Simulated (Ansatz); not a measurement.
## F on the 1x1 (10-10) surface of wurtzite ZnO (cut with top plane O + Zn), one in a 1x1 cell, started at the site 'over O at depth 0.9 Å'

Host crystal: wurtzite ZnO, with a band gap (PBE, scalar-relativistic without spin-orbit coupling).

All values below come from PBE (plane waves to 420 eV, PAW; Ansatz, a quantum-chemistry and plane-wave program).

Model: 17-atom slab, 9.4 Å thick at the start under the adsorbate (thin: gaps and levels are the slab's own), 6x4x1 mesh, Fermi-Dirac 0.01 eV, dipole correction, 8 atoms held, the rest relaxed; held to the start's symmetry, so lower structures may exist; spin-polarised, ending with about 0.6 μB a cell, a value that depends on the mesh; orders that need a larger cell were not tried, no spin-orbit, no U, no dispersion correction. The slab shows no gap over 0.04 eV on its mesh. At the end it is bonded to 2 Zn. In PBE this state lies 0.06 eV over the lowest of the starts that converged ('hollow O', where the adsorbate rearranged the host).

The energy of the end state, in which the adsorbate broke or entered a bond of the host, against ½ F2(g) comes out as -1.32 eV, the work function of the top face is 8.38 eV and the change of the step from the bottom to the top vacuum level, against the clean slab is 2.60 eV. The energy released by relaxation is 5.42 eV and the height of the binding atom over the mean of the host atoms within 0.3 Å of the top one is 1.129 Å. The largest move of a host atom is 0.73 Å and the cost is very roughly 23 core-minutes.

A negative adsorption energy means that the adsorbate is more stable on the surface than in its reference.
